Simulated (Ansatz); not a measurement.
1T (CdI2-type) MnBr2 was calculated with Hartree–Fock (PAW; Ansatz, a quantum-chemistry and plane-wave program).

Numerical settings: plane-wave cutoff 460 eV, 9×9×4 k mesh (along the axes of the cell as run), Fermi–Dirac smearing 0.01 eV, spin-polarised with parallel moments, scalar-relativistic PAW data made under PBE.

Computed at the level's own relaxed cell.

Task: Estimate the band gap, smallest direct gap on the k points sampled, lattice parameter a and c axis length that the calculation returns.

Result: 
band gap: 11.37 eV (indirect)
smallest direct gap on the k points sampled: 11.42 eV
lattice parameter a: 4.106 Å
c axis length: 7.570 Å

Note: the magnetic order was assumed, not searched for or taken from measurement; the cell comes from a level without a dispersion term, which matters for the spacing of layers, chains or molecules; the volume lies 41 % above that of the published cell; the cell has widely spaced layers and the level no dispersion term, so their spacing and the moduli can rest on weak binding.

Spin–orbit coupling is not included.

The computed numbers hold no vibrational or temperature effects.

Computing time: roughly 3 core-hours.
